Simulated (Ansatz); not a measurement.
System: fluorite HfO2 (high-temperature phase). Method: BLYP (plane waves, PAW; Ansatz, a first-principles code).

Settings: plane-wave cutoff 520 eV, 12×12×12 k mesh, Fermi–Dirac smearing 0.01 eV, scalar-relativistic PAW data made under PBE.

Computed points:

```tsv
V (Å³/atom)	E − E_lowest (meV/atom)	P (GPa)
10.654	33.23	16.52
10.880	14.24	10.43
11.107	3.44	4.94
11.334	0.00	0.00
11.560	3.20	-4.44
11.787	12.37	-8.45
12.014	26.91	-12.05
```

Problem. What bulk modulus B0 and pressure derivative B′ does a third-order Birch–Murnaghan fit give?

Solution. V0 = 11.334 Å³/atom, B0 = 234 GPa, B′ = 4.2 (fit to the energies at full precision).

Measured, for comparison: bulk modulus 242 ± 16 GPa (room temperature, no zero-point or thermal correction, nanocrystalline cubic HfO2, second-order Birch-Murnaghan; as tabulated in High-pressure structural stability, equation of state, and thermal expansion …). Computed (rounded) less measured: bulk modulus -3 % (inside the measured uncertainty).

Note: symmetry holds this phase in the static calculation, where it need not be a minimum; held by symmetry at 0 K, a high-temperature phase can be a saddle point.

Spin–orbit coupling is not included.
